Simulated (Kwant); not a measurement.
System: circular cavity between two wires in a GaAs two-dimensional gas. Effective mass 0.067 mₑ, grid spacing 25 nm, hard walls, nominal width 300 nm (11 grid rows, so walls 300 nm apart), one parabolic valley, scattering region 2100 nm long along x; energies count from the band bottom; Fermi energy swept from 4.9888e-05 to 0.00074832 eV. Cavity of radius 460 nm, straight part 0 nm, centre moved sideways by 0 nm.

Constants are typed, rounded textbook-type inputs, not results; the design itself was drawn at random and stands for no fabricated device.

Model: effective-mass tight-binding model on a square grid, one spin, coherent transport at 0 K (Kwant). Conductance is in e²/h.

### Question
How many channels do the leads carry at E = 0.478 meV?

### Answer
The hard-wall thresholds are n² ħ²π²/(2mW²) = n² × 0.0624 meV with W = 300 nm. √(0.478/0.0624) = 2.77, so 2.
